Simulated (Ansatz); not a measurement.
Start from CsPbCl3 in the cubic perovskite structure (space group Pm-3m, No. 221; a = 5.6188 Å).

Calculations: PBEsol (Ansatz, a first-principles code; PAW; 420 eV plane waves; scalar-relativistic without spin-orbit coupling), earlier PAW set.

One change was made to it. Results:

The band gap becomes zero (base: 1.84 eV); the shortest interatomic distance falls by 0.013 Å (2.809 Å → 2.796 Å).

Problem. Name the change that was made.
(A) Cs → Ba
(B) Cl → S
(C) Pb → Hg

Solution. A, Cs → Ba. For comparison, the shortest interatomic distance in the other runs: Cl → S gives 2.631 Å; Pb → Hg gives 2.635 Å.

Spin-orbit coupling, missing from the scalar runs, can matter with Pb. Stability against distortions was not tested. As relaxed here, BaPbCl3 and CsPbS3 are hypothetical phases, not in the database extracts checked. All final runs are without spin polarisation. An odd electron count without spin: BaPbCl3 and CsPbS3. Many cubic perovskites are stable only at high temperature; tilts and polar distortions were not tested. This is not the structure that CsPbCl3 has at room temperature and ambient pressure. The zero or small gap of CsHgCl3 can change with the level of theory.
